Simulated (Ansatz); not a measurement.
An Ansatz (a quantum-chemistry and plane-wave program) input (r2SCAN+rVV10 (Ansatz; PAW; 500 eV plane waves; no spin-orbit coupling)):

Ansatz 0.2 input:
```yaml
crystal:
  lattice:
    - [2.1873529753, 1.2628688291, 3.8220005467]
    - [-2.1873529753, 1.2628688291, 3.8220005467]
    - [0, -2.5257376582, 3.8220005467]
  atoms:
    - { symbol: Sb, position: [0.2333939353, 0.2333939353, 0.2333939353] }
    - { symbol: Sb, position: [0.7666060647, 0.7666060647, 0.7666060647] }
basis: { ecutwfc: 500, ecutrho_ratio: 4, xc_grid: 4, fft_grid_basis: typed }
kpoints: { mp_grid: { grid: [16, 16, 16] } }
hamiltonian:
  xc: r2scan
  dispersion: rvv10
  pseudopotentials: { kind: paw }
scf: { occupations: { method: fermi_dirac, width: 0.1 }, convergence: { dr2_threshold: 0.0000000002 } }
relax: { f_tol: 0.005, max_steps: 50 }
output: { forces: true, stress: true }
checkpoint: { write: state.ck, write_every: 1000 }
```

Which symmetry and how many k-points will the program report, and about how many plane waves at Γ?

Space group R-3m (ITA 166) with 12 operations, k-points 417 of 4096, and 1591 plane waves at Γ.

And the final pressure?

-1.33 GPa (compression positive).

The cells carry an imposed strain or load. Whether these cells are dynamically stable was not tested. The cell was made from Sb in the A7 type structure (space group R-3m, No. 166; layered) by this change: isotropic strain +1.12 %.
